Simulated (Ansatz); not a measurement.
Start from Ba in the bcc (W type) structure (space group Im-3m, No. 229; a = 4.882 Å; relaxed with 0.1 eV smearing). Axes: x, y, z lie along the cube axes.

Level of theory: PBEsol (Ansatz, a program for electronic structure, PAW, no SOC).

For the base:

```
Item                             Value
-----------------------------  -------
Pressure                       0.0 GPa
Shortest interatomic distance  4.228 Å
```

Now apply this change: uniaxial strain ε_zz = −2.50 %, all other strain components held at zero, atoms relaxed at fixed cell.

Predict the new pressure, energy relative to the base and shortest interatomic distance.

The pressure (mean of the normal stresses, compression positive) goes from zero to 0.2 GPa; the energy grows by 1.6 meV/atom; the shortest interatomic distance decreases by 0.035 Å (4.228 Å → 4.193 Å).

Whether these cells are dynamically stable was not tested.
